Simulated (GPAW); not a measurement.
Input and output of a self-consistent single point for K (Pm-3n, 8 atoms in the cell) (GPAW).

Method of the run: LDA (Perdew-Wang 92), GPAW PAW datasets LDA (gpaw-data 1.0.1) (plane waves; GPAW).

```yaml
crystal:
  lattice:
    - [8.36472, 0.00000, 0.00000]
    - [0.00000, 8.36472, 0.00000]
    - [0.00000, 0.00000, 8.36472]
  atoms:
    - { symbol: K, position: [0.00000, 0.00000, 0.00000] }
    - { symbol: K, position: [0.50000, 0.50000, 0.50000] }
    - { symbol: K, position: [0.50000, 0.25000, 0.00000] }
    - { symbol: K, position: [0.50000, 0.75000, 0.00000] }
    - { symbol: K, position: [0.25000, 0.00000, 0.50000] }
    - { symbol: K, position: [0.75000, 0.00000, 0.50000] }
    - { symbol: K, position: [0.00000, 0.50000, 0.25000] }
    - { symbol: K, position: [0.00000, 0.50000, 0.75000] }
```

Reference input (self-consistent single point, DFT LDA (Perdew-Wang 92), plane waves, GPAW PAW datasets LDA (gpaw-data 1.0.1)): mode = pw; ecut = 550 eV; xc = LDA; kpts = 3 3 3; mesh shift (steps) = 0.5 0.5 0.5; occupations.name = marzari-vanderbilt; occupations.width = 0.2 eV; nbands = -14; convergence.forces = 0.001 eV/Å; symmetry.symmorphic = false; symmetry.tolerance = 0.0005; maxiter = 150. This run's input differs from it in these lines:

```diff
@@ -19,3 +19,3 @@
 
-calc = GPAW(mode=PW(550),
+calc = GPAW(mode=PW(715),
             xc='LDA',
```

Output (repeated stretches shortened):

```
     iter     time        total  log10-change:
                         energy   eigst   dens  force
iter:   1 --:--:--   -12.227228
iter:   2 --:--:--   -12.069767   -1.63  -1.37
iter:   3 --:--:--   -10.748588   -1.29  -1.40
iter:   4 --:--:--   -10.691577   -1.98  -1.68
iter:   5 --:--:--   -10.928379   -2.07  -1.76
iter:   6 --:--:--   -10.698870   -2.15  -1.81
iter:   7 --:--:--   -10.700793   -4.41  -2.97
iter:   8 --:--:--   -10.702029c  -5.13  -2.72
iter:   9 --:--:--   -10.699177c  -4.06  -2.65
iter:  10 --:--:--   -10.699188c  -5.34  -3.77
iter:  11 --:--:--   -10.699189c  -6.64  -4.08c
iter:  12 --:--:--   -10.699189c  -7.42c -4.05c
iter:  13 --:--:--   -10.699186c  -7.69c -4.08c -18.99c
Converged after 13 iterations.

Dipole moment: (0.000007, 0.000007, 0.000007) |e|*Ang

Energy contributions relative to reference atoms: (reference = -130725.359883)

Kinetic:        -31.581187
Potential:      +35.414263
External:        +0.000000
XC:              -9.074032
Entropy (-ST):   -0.097302
Local:           -5.360928
SIC:             +0.000000
--------------------------
Free energy:    -10.699186
Extrapolated:   -10.699186

Showing only first 2 kpts
 Kpt  Band  Eigenvalues  Occupancy
  0    34      0.38805    2.03744
  0    35      0.38982    2.03841
  0    36      1.64446    0.00000
  0    37      1.64446    0.00000

  1    34      0.83985    0.87584
  1    35      0.83985    0.87584
  1    36      0.85986    0.73865
  1    37      0.85986    0.73865

Fermi level: 0.85055

No gap
   [... lines left out ...]
  2 K     0.00000    0.00000    0.00000
  3 K     0.00000   -0.00000    0.00000
  4 K     0.00000    0.00000    0.00000
  5 K    -0.00000    0.00000    0.00000
  6 K     0.00000    0.00000    0.00000
  7 K     0.00000    0.00000   -0.00000

Stress tensor:
     0.002550     0.000000     0.000000
     0.000000     0.002550     0.000000
     0.000000     0.000000     0.002550
Stress (GPa, Voigt): [0.4085 0.4085 0.4085 0.     0.     0.    ]
```

The run converged in 13 iterations. GPAW prints stress with tension positive. Against the reference run the free energy goes down by 1.5 meV/atom and the pressure hardly changes (-0.43 to -0.41 GPa).

The starting cell comes from a database of computed structures (which also holds hypothetical and non-ambient phases and stackings), without a prior relaxation at this level. Its lattice was rescaled by a random factor within 2.5 % of one.

Cost on one core of a shared machine: roughly 2 min.
